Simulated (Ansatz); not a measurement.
Seebeck coefficient (μV/K, mean over directions) of n-type LiGa5O8 (Pmna) against carrier density, PBEsol, rigid bands in Ansatz (a quantum-chemistry and plane-wave program). Computed gap 2.51 eV; densities at which minority carriers matter at this gap, or further valleys turn the trend, are left out. Conductivity mass 0.27 mₑ (harmonic mean over directions), N_c = 3.4e18 cm⁻³ at 300 K.

| electron density | 300 K | 500 K |
|---|---|---|
| 1e16 cm⁻³ | [?] | -784 |
| 1e17 cm⁻³ | -518 | -586 |
| 1e18 cm⁻³ | [?] | -388 |
| 3e18 cm⁻³ | -232 | -296 |
| 1e19 cm⁻³ | [?] | -199 |
| 3e19 cm⁻³ | -80 | -123 |
| 1e20 cm⁻³ | -38 | -63 |
| 3e20 cm⁻³ | -20 | -33 |
| 1e21 cm⁻³ | -10 | -17 |

Q: Fill in the missing entries.

A: 
- 1e16 cm⁻³, 300 K: -716
- 1e18 cm⁻³, 300 K: -322
- 1e19 cm⁻³, 300 K: -142

Rigid bands with a gap fixed in temperature, one relaxation time for all states, no polarons or phonon drag, and whether or not such doping can be reached. Spin-orbit coupling is left out.

Computed structure with no diffraction record at hand here (it may be known, metastable or hypothetical): LiGa5O8 (Pmna).
